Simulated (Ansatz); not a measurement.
ZrO₂ (P4₂/nmc, No. 137; high-temperature phase), relaxed in Ansatz (plane waves) with several semilocal functionals. Each gives its own volume and its own bulk modulus:

| level | V0 (Å³/atom) | bulk modulus B0 (GPa) | ln V0 | ln B0 |
|---|---|---|---|---|
| LDA | 10.781 | 205.2 | 2.3778 | 5.3240 |
| PBEsol | 11.087 | 183.6 | 2.4058 | 5.2128 |
| PBE | 11.545 | 156.0 | 2.4463 | 5.0499 |

Fit a straight line to ln B0 against ln V0. What does it predict for r²SCAN, whose volume is 11.299 Å³/atom?

With x = ln V0 and y = ln B0: means 2.40997 and 5.19557; Σ(Δx Δy) = -0.009496, Σ(Δx²) = 0.002372, so the slope is -4.00. At x = 2.4247 the line gives y = 5.19557 + (-4.00) × (2.4247 − 2.40997) = 5.1366, or 170.1 GPa. The run with r²SCAN gives 181.1 GPa, +6.5 % from the line. The rows used scatter about it by up to 0.1 %, while the largest value lies 32 % above the smallest. For comparison, PBE's own equation of state has B′ = 6.4, the slope −d ln B/d ln V at a fixed functional; the two needn't agree, since functionals also differ at one volume.

Ansatz's density-functional and Hartree–Fock values are scalar-relativistic unless marked +SOC, with PAW data made under PBE.

Ansatz is a first-principles code.
